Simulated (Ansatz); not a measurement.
GaSb with two functionals, pressure 7.5 GPa

Start from GaSb in the zinc blende structure (space group F-43m, No. 216; a = 6.214 Å).

(Cell as relaxed with PBE.)

Levels (all Ansatz, a program for electronic structure, PAW, earlier PAW set): PBE (420 eV, scalar-relativistic without spin-orbit coupling); r2SCAN (500 eV, without spin-orbit coupling).

Each level relaxes its own structure.

```tsv
base	PBE	r2SCAN
volume per atom	29.99 Å³	28.84 Å³
lattice parameter a	6.214 Å	6.134 Å
band gap	zero	0.41 eV
```

The change: a hydrostatic pressure of 7.5 GPa.

```csv
quantity,PBE,r2SCAN
"valley order (the lowest conduction-band minima on the path, energy above the VBM, named in the base's zone)","L along ⟨111⟩ 0.58 eV; Γ 0.61 eV; a point along ⟨100⟩, about 0.9 Å⁻¹ from Γ 0.76 eV",?
"hole mass (degenerate bands, along [100])","0.033, 0.24, 0.24 mₑ (at Γ)",?
lattice parameter a,5.962 Å,?
```

**Question.** Given the PBE results, estimate those of r2SCAN.

**Answer.** 
- valley order (the lowest conduction-band minima on the path, energy above the VBM, named in the base's zone), r2SCAN: a point along ⟨100⟩, about 0.8 Å⁻¹ from Γ 0.94 eV; L along ⟨111⟩ 0.95 eV; Γ 1.27 eV
- hole mass (degenerate bands, along [100]), r2SCAN: 0.059, 0.22, 0.22 mₑ (at Γ)
- lattice parameter a, r2SCAN: 5.914 Å

They order the valleys differently; PBE's lattice parameter a lies 0.0472 Å above r2SCAN's (0.8 %). Neither level is exact; r2SCAN is the comparison here, not a measurement.

With Sb present, leaving out spin-orbit coupling can change the band edges. Load acts through the strain it causes; cell and atoms are relaxed under it. Effective masses come from finite differences of ±0.01 Å⁻¹. Stability against distortions was not tested. Tetrahedral semiconductors of this kind turn to denser phases somewhere between about 1 and 50 GPa; those were not computed, so compressed cells here can lie past the real transition. The final runs are not spin-polarised. The zero or small gap of GaSb can change with the level of theory.
